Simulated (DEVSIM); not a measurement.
Structure: abrupt In0.53Ga0.47As p-n junction, at 300 K.

| layer (left to right) | material | thickness (μm) | Nd (cm⁻³) | Na (cm⁻³) | τn (s) | τp (s) |
|---|---|---|---|---|---|---|
| 1 | In0.53Ga0.47As | 5.40 | - | 2.9e16 | 5.8e-10 | 5.8e-10 |
| 2 | In0.53Ga0.47As | 110 | 1.1e15 | - | 5.8e-10 | 5.8e-10 |

Left contact: ohmic. Right contact: ohmic. Voltage is applied to the left contact. Recombination: SRH at mid-gap, radiative. Mobility is μmin + (μ − μmin)/(1 + (N/Nref)^α).

This is a model device: material constants are rounded textbook-type values typed into the input, and sizes, dopings and lifetimes were drawn at random. Values at 300 K.

```
parameter      In0.53Ga0.47As
-------------  --------------
gap (eV)                 0.74
affinity (eV)            4.51
permittivity             13.9
Nc (cm⁻³)              2.1e17
Nv (cm⁻³)              7.7e18
μn (cm²/Vs)             12000
μp (cm²/Vs)               300
μn,min                    300
μp,min                     10
Nref,n                 1.3e17
Nref,p                 4.9e17
αn                       0.48
αp                        0.4
B (cm³/s)             9.6e-11
```

DEVSIM, 1D drift-diffusion, Boltzmann statistics, complete ionisation; no tunnelling, impact ionisation, image-force lowering or self-heating.

**Question.** Tabulate band edges, carrier densities and field at 0.7 V on the left contact.

**Answer.** Energies count from the Fermi level of the right contact; mesh points crowd at the junctions.

```
x (μm)   Ec (eV)  Ev (eV)  n (cm⁻³)  p (cm⁻³)  field (V/cm)
-------  -------  -------  --------  --------  ------------
0.000     -0.104   -0.844     2.1e7    2.9e16            38
0.04798   -0.104   -0.844    1.2e12    2.9e16            38
0.1825    -0.104   -0.844    4.6e12    2.9e16            38
0.5919    -0.102   -0.842    1.5e13    2.9e16            38
2.619     -0.095   -0.835    6.1e13    2.9e16            35
4.433     -0.089   -0.829    1.1e14    2.9e16            32
5.092     -0.087   -0.827    1.3e14    2.9e16            29
5.347     -0.089   -0.829    1.6e14    2.5e16         -1300
5.397     -0.108   -0.848    3.4e14    1.2e16         -7500
5.440     -0.133   -0.873    8.8e14    4.6e15         -4000
5.568     -0.155   -0.895    2.1e15    1.7e15          -520
6.178     -0.152   -0.892    1.9e15    7.7e14           130
7.791     -0.137   -0.877    1.2e15    1.0e14            53
12.64     -0.123   -0.863    1.1e15    7.7e10            25
35.68     -0.065   -0.805    1.1e15     5.4e8            25
81.70      0.051   -0.689    1.1e15     5.4e8            25
104.2      0.108   -0.632    1.1e15     5.4e8            25
111.5      0.126   -0.614    1.1e15     5.4e8            25
114.5      0.134   -0.606    1.1e15     5.4e8            25
115.1      0.135   -0.605    1.1e15     5.4e8            25
115.3      0.136   -0.604    1.1e15     5.4e8            25
115.4      0.136   -0.604    1.1e15     5.4e8            25
```
